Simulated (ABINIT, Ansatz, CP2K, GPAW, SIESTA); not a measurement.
## Code comparison for PNO (I2_12_12_1, 6 atoms in the cell)

Band-structure calculation.

```xyz
6
Lattice="-2.2238 2.3886 3.5022 2.2238 -2.3886 3.5022 2.2238 2.3886 -3.5022" Properties=species:S:1:pos:R:3 pbc="T T T"
P      2.2238     1.1943     2.5274
P      0.0000     1.1943     4.4770
N      0.6317     0.0000     5.2533
N      1.5921     0.0000     1.7511
O      1.1119     1.7813     3.5022
O      1.1119     2.9958     0.0000
```

Shared settings, as Ansatz (a quantum-chemistry and plane-wave program) writes them: kpoints.mp_grid.grid = 5 5 5; scf.occupations.method = fixed. Potentials and cutoffs stand in the table.

```json
[
 {"code": "SIESTA", "model": "LDA PW92, numerical atomic orbitals DZP, PseudoDojo LDA standard norm-conserving potentials (rewritten from UPF to PSML)", "gap along the path (eV)": "4.95", "smallest direct gap (eV)": "5.35", "cutoff": "grid 350 Ry"},
 {"code": "CP2K", "model": "LDA (Pade form), GPW, DZVP-MOLOPT-SR-GTH basis, GTH-PADE potentials (GTH_POTENTIALS)", "gap along the path (eV)": "5.16", "smallest direct gap (eV)": "5.59", "cutoff": "grid 450 Ry"},
 {"code": "ABINIT", "model": "LDA (PW92), norm-conserving pseudopotentials (PseudoDojo nc-sr-04 LDA standard)", "gap along the path (eV)": "5.11", "smallest direct gap (eV)": "5.54", "cutoff": "84 Ry"},
 {"code": "Ansatz", "model": "LDA (PW92), default PAW files made with PBE", "gap along the path (eV)": "5.10", "smallest direct gap (eV)": "5.53", "cutoff": "default"},
 {"code": "GPAW", "model": "LDA (Perdew-Wang 92), GPAW PAW datasets LDA (gpaw-data 1.0.1)", "gap along the path (eV)": "5.08", "smallest direct gap (eV)": "5.51", "cutoff": "950 eV"}
]
```

The spread over the programs that give each value: gap along the path within 0.21 eV; smallest direct gap within 0.24 eV.

SIESTA and CP2K use small atom-centred bases, whose incompleteness enters pressures, forces and empty levels differently from a plane-wave cutoff.

In the gap along the path, SIESTA stands apart from the plane-wave programs.

The starting cell comes from a database of computed structures (which also holds hypothetical and non-ambient phases and stackings), without a prior relaxation at this level.

Left out of this page: Quantum ESPRESSO and FLEUR (not drawn, or without a comparable value).

Keys are those of Ansatz 0.2.
